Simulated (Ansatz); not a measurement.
**ZnS, response to strain**

Consider ZnS in the zinc blende structure (space group F-43m, No. 216; a = 5.2968 Å).

Strains are applied to the cell and any free atomic positions relax.

Computed with Ansatz (a program for electronic structure), LDA, PAW, cutoff 420 eV, without spin-orbit coupling.

```json
[
 {"isotropic strain (%)": "-2.5", "band gap (eV)": "2.47"},
 {"isotropic strain (%)": "-2", "band gap (eV)": "2.40"},
 {"isotropic strain (%)": "-1", "band gap (eV)": "2.26"},
 {"isotropic strain (%)": "-0.5", "band gap (eV)": "2.19"},
 {"isotropic strain (%)": "0", "band gap (eV)": "2.13"},
 {"isotropic strain (%)": "0.5", "band gap (eV)": "2.06"},
 {"isotropic strain (%)": "1.5", "band gap (eV)": "?"},
 {"isotropic strain (%)": "2.5", "band gap (eV)": "1.80"},
 {"isotropic strain (%)": "3", "band gap (eV)": "1.73"}
]
```

Problem. Fit E_g = E₀ + Dε (ε in %) to the rows shown and predict the withheld row.

Solution. Least squares on the printed values gives E₀ = 2.13 eV, D = -134 meV per % of strain (largest residual 0.01 eV); this predicts 1.93 eV, and the run gives 1.93 eV, in agreement.

Whether these cells are dynamically stable was not tested.
